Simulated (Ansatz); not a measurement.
System: white tin (β-Sn). Method: RPBE (Ansatz, a program for electronic structure, plane waves, PAW).

Run with plane-wave cutoff 520 eV, 20×20×20 k mesh, Fermi–Dirac smearing 0.05 eV, scalar-relativistic PAW data made under PBE.

Shape and atoms are relaxed at each volume.

Pressure at four volumes; x = ln(V/29.274 Å³). One pressure is withheld.

| V (Å³/atom) | x | P (GPa) |
|---|---|---|
| 28.103 | -0.0408 | ? |
| 28.688 | -0.0202 | 0.92 |
| 29.274 | 0.0000 | 0.01 |
| 30.445 | 0.0392 | -1.53 |

Q: Pass a parabola P(x) through the three rows shown, estimate the bulk modulus and its pressure derivative near zero pressure, and predict the withheld pressure.

A: Slopes between the rows: (0.01 − (0.92))/(0.0000 − (-0.0202)) = -45.05 and (-1.53 − (0.01))/(0.0392 − (0.0000)) = -39.29 GPa. Their difference over the span 0.0594 is c = 5.76/0.0594 = 97.0 GPa, so P(x) = 0.92 + (-45.05)(x − (-0.0202)) + 97.0 (x − (-0.0202))(x − (0.0000)). At the middle row B = −dP/dx = −[-45.05 + 97.0 × 0.0202] = 43.1 GPa, and B′ = dB/dP = 2c/B = 4.5. At x = -0.0408 the parabola gives 1.93 GPa; the run gives 1.95 GPa. The Birch–Murnaghan fit to the energies at all volumes has B0 = 43.1 GPa and B′ = 4.9.

Measured, for comparison: bulk modulus 57.0 GPa (temperature not stated, no zero-point or thermal correction; as tabulated in Chen et al. (2023), arXiv:2209.05059). Computed (rounded) less measured: bulk modulus -24 %.

Note: the bulk modulus comes from volumes at which shape and atoms were relaxed.

Spin–orbit coupling is not included.
